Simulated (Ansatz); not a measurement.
# WC: response to strain

Base system: WC (space group P-6m2, No. 187; a = 2.9127 Å, c = 2.8354 Å; relaxed with 0.1 eV smearing). Axes: x lies along a and z along c of the hexagonal cell.

Strains are applied to the cell and any free atomic positions relax; under biaxial strain the out-of-plane vector relaxes too.

Level of theory: Kohn–Sham DFT with the r2SCAN functional, run in Ansatz (an electronic-structure program) with PAW and 500 eV plane waves, scalar-relativistic without spin-orbit coupling.

Notes on the quantities. in-plane stress: mean in-plane stress (compression positive).

```csv
change,out-of-plane strain,in-plane stress
"biaxial strain +0.50 %, plane normal [001], relaxed out of plane",-0.17 %,-4.5 GPa
"biaxial strain +1.00 %, plane normal [001], relaxed out of plane",-0.34 %,-8.8 GPa
"biaxial strain +1.50 %, plane normal [001], relaxed out of plane",-0.50 %,-12.9 GPa
"biaxial strain +2.00 %, plane normal [001], relaxed out of plane",…,…
"biaxial strain +2.50 %, plane normal [001], relaxed out of plane",-0.82 %,-20.5 GPa
"biaxial strain +3.00 %, plane normal [001], relaxed out of plane",-0.97 %,-24.1 GPa
```

**Question.** Some entries are withheld; estimate them.

**Answer.** 
- biaxial strain +2.00 %, plane normal [001], relaxed out of plane, out-of-plane strain: -0.66 %
- biaxial strain +2.00 %, plane normal [001], relaxed out of plane, in-plane stress: -16.8 GPa

Whether these cells are dynamically stable was not tested. All final runs are without spin polarisation.
